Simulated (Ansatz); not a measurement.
Base system: MgS in the rock salt structure (space group Fm-3m, No. 225; a = 5.203 Å).

Method: Kohn–Sham DFT with the r2SCAN functional, run in Ansatz (a first-principles code) with PAW and 500 eV plane waves, without spin-orbit coupling.

Base values:

| Item | Result |
|---|---|
| Hole mass | 0.28, 0.93, 0.93 mₑ (at Γ) |

The change: an isotropic linear strain of −3.00 %, atoms relaxed at fixed cell.

Question: How does this affect the mean gap deformation potential ΔEg/Δln V and hole mass?

Answer: The mean gap deformation potential ΔEg/Δln V amounts to -2.0 eV; the hole mass (degenerate bands, along [100]) becomes 0.29, 0.85, 0.85 mₑ (at Γ) (base: 0.28, 0.93, 0.93 mₑ (at Γ)).

Masses are band curvatures over ±0.01 Å⁻¹ around the edge. Gaps are read on the SCF mesh and a high-symmetry path. Whether these cells are dynamically stable was not tested.
